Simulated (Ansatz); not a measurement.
```yaml
crystal:
  lattice:
    - [4.32161, 0.00000, 0.00000]
    - [2.16081, 3.74263, 0.00000]
    - [0.00000, 0.00000, 17.49661]
  atoms:
    - { symbol: Te, position: [0.00000, 0.00000, 0.00000] }
    - { symbol: Ge, position: [0.66667, 0.66667, 0.09853] }
    - { symbol: Ge, position: [0.33333, 0.33333, 0.90147] }
    - { symbol: Te, position: [0.33333, 0.33333, 0.19469] }
    - { symbol: Te, position: [0.66667, 0.66667, 0.80531] }
    - { symbol: Sb, position: [0.00000, 0.00000, 0.31027] }
    - { symbol: Sb, position: [0.00000, 0.00000, 0.68973] }
    - { symbol: Te, position: [0.66667, 0.66667, 0.40739] }
    - { symbol: Te, position: [0.33333, 0.33333, 0.59261] }
```

No spin polarisation.

All numbers come from PBE (Ansatz, a first-principles code), spin-orbit coupling left out. Γ-centred 9×9×2 mesh, Fermi–Dirac width 0.05 eV.

Predict the in-plane stress, space group and valence-band top at Γ.

The mean in-plane stress (compression positive) comes out as -0.5 GPa and the space group is P-3m1 (No. 164). The valence-band top at Γ (three highest levels, from the VBM) is 0.00, -0.57, -0.87 eV.

With Sb and Te present, leaving out spin-orbit coupling can change the band edges. The levels and masses belong to the bands next to the band gap. The cells carry an imposed strain or load. Stability against distortions was not tested. The cell was made from Ge₂Sb₂Te₅ (space group P-3m1, No. 164) by this change: biaxial strain +0.66 %, plane normal [001], relaxed out of plane.
